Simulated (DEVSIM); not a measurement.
# Schottky contact on n-type Si

Device: Schottky contact on n-type Si, at 250 K.

```csv
layer (left to right),material,thickness (μm),Nd (cm⁻³),τn (s),τp (s)
1,Si,6.50,3.8e15,5.8e-6,5.8e-6
2,Si,39.0,9.6e17,5.8e-6,5.8e-6
```

Left contact: Schottky, work function 4.65 eV, emission velocity 3.4e6 cm/s. Right contact: ohmic. Voltage is applied to the left contact. Recombination: SRH at mid-gap, radiative. Mobility is μmin + (μ − μmin)/(1 + (N/Nref)^α).

This is a model device: material constants are rounded textbook-type values typed into the input, and sizes, dopings and lifetimes were drawn at random. Values at 300 K; Nc and Nv go as T^1.5, mobilities as T to minus their exponent, the gap by Varshni's rule with the affinity fixed.

```csv
parameter,Si
gap (eV),1.124
affinity (eV),4.05
permittivity,11.7
Nc (cm⁻³),2.86e19
Nv (cm⁻³),3.1e19
μn (cm²/Vs),1417
μp (cm²/Vs),470
"μn,min",52
"μp,min",45
"Nref,n",9.7e16
"Nref,p",2.2e17
αn,0.68
αp,0.72
T exponent of μn,2.3
T exponent of μp,2.2
B (cm³/s),4.7e-15
Varshni α (eV/K),0.000473
Varshni β (K),636
```

Model (solved in DEVSIM): 1D drift-diffusion, Boltzmann statistics, complete ionisation; no tunnelling, impact ionisation, image-force lowering or self-heating. Metal contacts follow the ideal Schottky-Mott rule: no Fermi-level pinning, no interface dipoles.

```
Quantity                                         Value
---------------------------------------------  -------
Potential step across the device at zero bias  0.533 V
Dark forward voltage at 1 A/cm²                0.253 V
Dark forward voltage at 100 A/cm²              0.416 V
```

Dark forward current:

(V (V), J (A/cm²)): (0.05, 8.0e-5); (0.10, 0.00089); (0.15, 0.0091); (0.25, 0.89); (0.30, 7.3); (0.35, 34); (0.40, 84); (0.45, 150); (0.50, 220); (0.60, 360); (0.65, 440); (0.70, 520); (0.75, 600); (0.80, 670); (0.90, 830); (0.95, 910); (1.00, 1000); (1.05, 1100); (1.10, 1200); (1.20, 1300); (1.25, 1400); (1.30, 1500); (1.35, 1600); (1.40, 1600); (1.45, 1700); (1.55, 1900); (1.60, 2000); (1.65, 2100)

Dark reverse current:

```tsv
V (V)	J (A/cm²)
-0.20	-8.9e-6
-0.50	-9.0e-6
-1.00	-9.1e-6
-1.50	-9.2e-6
-2.00	-9.2e-6
-3.00	-9.3e-6
-4.00	-9.3e-6
-5.00	-9.3e-6
-6.50	-9.3e-6
-8.00	-9.3e-6
-10.00	-9.4e-6
```
